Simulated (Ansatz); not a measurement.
```
CELL_PARAMETERS angstrom
      0.00000     2.99969     3.16162
      2.99969     0.00000     3.16162
      2.99969     2.99969     0.00000
ATOMIC_POSITIONS crystal
  Cd 0.00000 0.00000 0.00000
  Se 0.75000 0.75000 0.75000
```

Method: r2SCAN with spin-orbit coupling, rigid bands (plane waves, PAW; Ansatz, a first-principles code). Condition of this run: biaxial stress xx = yy = 1 GPa (compression positive) (the target of the relaxation). Cell: cell and atoms relaxed with r2SCAN, then loaded as said.

### Question
Predict the electron conductivity mass (n e² τ/σ) at 300 K, by direction if it differs.

### Answer
0.102 (x), 0.102 (y), 0.108 (z) mₑ.

### Question
Predict the hole conductivity mass (n e² τ/σ) at 300 K, by direction if it differs.

### Answer
0.55 (x), 0.55 (y), 0.91 (z) mₑ.

### Question
And the band gap?

### Answer
0.89 eV at this level; semilocal functionals usually fall short of the measured gap.

Rigid bands, one relaxation time for all states, no polarons.
